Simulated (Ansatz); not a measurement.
# A computed series for PbF2: pressure series

Start from PbF₂ in the fluorite structure (space group Fm-3m, No. 225; a = 6.001 Å).

Cell and atoms are relaxed at each pressure.

Calculations: PBE in Ansatz (plane waves to 420 eV, PAW, no SOC).

Candidates:
(a) pressure 1.8 GPa
(b) pressure 45 GPa
(c) pressure 9 GPa
(d) pressure −1 GPa

Before the change:

The width of the top valence band comes out as 1.76 eV.

Order them by width of the top valence band, highest first.

(b) pressure 45 GPa (4.23 eV), (c) pressure 9 GPa (2.45 eV), (a) pressure 1.8 GPa (1.91 eV), (d) pressure −1 GPa (1.67 eV)

Spin-orbit coupling, missing from the scalar runs, can matter with Pb. The levels and masses belong to the bands next to the band gap. Load acts through the strain it causes; cell and atoms are relaxed under it. Whether these cells are dynamically stable was not tested. Competing high-pressure phases were not computed.

Ansatz is a quantum-chemistry and plane-wave program.
